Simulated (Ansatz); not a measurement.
**TiO2: band gap against strain**

TiO2 (rutile, P4_2/mnm, 10.651 Å³/atom at rest, c along z) under a strain ε along c (axis z), the other axes held. PBE in Ansatz, a plane-wave DFT program (PAW, default set), 420 eV, 7×7×11 Γ-centred mesh, Fermi-Dirac smearing 0.05 eV; ions are relaxed within the symmetry of each cell. Gaps are the smallest over the k-mesh and a band path, without spin-orbit coupling; in all rows the valence edge lies at Γ and the conduction edge at Γ.

Here s stands for strain and Eg for gap.

| strain (%) | gap (eV) |
|---|---|
| 0.00 | 1.860 |
| 0.60 | 1.842 |
| 1.20 | 1.824 |
| 1.80 | 1.805 |
| 3.00 | ? |

Task: Fit Eg against s with a straight line, and predict the withheld value at s = 3.00.

Result: Means: s 0.90000, Eg 1.8327. About the means, the sum of products is -0.054900 and the sum of squares of s is 1.8000; the slope is their ratio. Least squares gives Eg = 1.8602 - 0.03050·s. Residuals (row less fit): -0.0002, 0.0001, 0.0004, -0.0003; standard error 0.0004 (degrees of freedom: 2). Over these rows the gap moves by -3.0 ± 0.03 eV per unit strain. At the withheld row, Eg = 1.8602 - 0.03050 × 3.0 = 1.7687 eV. The calculation gives 1.766 eV, 0.0027 eV below the prediction (2.9 % of the range of Eg in the table). The row lies outside the fitted rows, so this is an extrapolation. The fitted rows scatter only by rounding.

One order more, fitted to all 6 runs of the series, follows each within 0.001, so the miss is the next term of a smooth law. The primitive cell can neither tilt nor turn polar against its symmetry, as such crystals can under strain. Rows are the converged runs of the series near zero and its far end; series whose fitted rows scatter by over a few per cent of the range, as at a crossing or softening among them, aren't shown in this form. Most that stay on the fit to the last digits aren't either.
